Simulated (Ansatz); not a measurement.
Input:

```
Nb
1.0
   -1.60985     1.60985     1.60985
    1.60985    -1.60985     1.60985
    1.60985     1.60985    -1.60985
Nb
1
Direct
  0.00000   0.00000   0.00000
```

These are PBEsol, rigid bands (plane waves, PAW, scalar-relativistic; Ansatz, a program for electronic structure) values and carry that method's errors. Condition of this run: hydrostatic pressure 10 GPa (the target of the relaxation). Geometry: cell and atoms relaxed with PBEsol, then loaded as said.

For narrow interconnects the product ρ₀λ of bulk resistivity and mean free path ranks metals, the lower the better. What is it here?

3.7 ×10⁻¹⁶ Ω·m².

And the Drude plasma energy and the root-mean-square Fermi velocity at 300 K?

9.9 eV; 6.8e5 m/s.

A metal at this level (no band gap); rigid bands, thermally averaged at 300 K, both spins. Spin-orbit coupling is left out. τ is one relaxation time for all states; the product of resistivity and mean free path takes one path for all states instead.
